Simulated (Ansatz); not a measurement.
Base system: CdSe in the zinc blende structure (space group F-43m, No. 216; a = 6.082 Å).

Method: Ansatz (an electronic-structure program), PBEsol, PAW, cutoff 420 eV, without spin-orbit coupling, earlier PAW set.

One change was made to it. Results:

| quantity | base | after |
|---|---|---|
| density | 5.65 g/cm³ | 5.83 g/cm³ |
| band gap | 0.48 eV | 0.65 eV |
| shortest interatomic distance | 2.634 Å | 2.810 Å |

Problem. Which of these changes matches the shifts?
A) Cd → In
B) Se → Te
C) Se → Pt

Solution. B, Se → Te. For comparison, the band gap in the other runs: Cd → In gives zero; Se → Pt gives zero.

Spin-orbit coupling, missing from the scalar runs, can matter with Pt and Te. Whether these cells are dynamically stable was not tested. As relaxed here, InSe and CdPt are hypothetical phases, not in the database extracts checked. The final runs are not spin-polarised. An odd electron count without spin: InSe.
